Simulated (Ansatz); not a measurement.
CdS, response to strain

The reference is CdS in the wurtzite structure (space group P6_3mc, No. 186; a = 4.0741 Å, c = 6.6367 Å). Axes: x lies along a and z along c of the hexagonal cell.

Strains are applied to the cell and any free atomic positions relax; under biaxial strain the out-of-plane vector relaxes too.

Calculations: Kohn–Sham DFT with the LDA functional, run in Ansatz (a first-principles code) with PAW and 420 eV plane waves, no spin-orbit coupling.

Candidates:
(a) biaxial strain −1.80 %, plane normal [001], relaxed out of plane
(b) biaxial strain −1.20 %, plane normal [001], relaxed out of plane
(c) biaxial strain −0.60 %, plane normal [001], relaxed out of plane

Problem. Order them by out-of-plane strain, lowest first.

Solution. (c) biaxial strain −0.60 %, plane normal [001], relaxed out of plane (+0.59 %), (b) biaxial strain −1.20 %, plane normal [001], relaxed out of plane (+1.18 %), (a) biaxial strain −1.80 %, plane normal [001], relaxed out of plane (+1.75 %)

Stability against distortions was not tested.
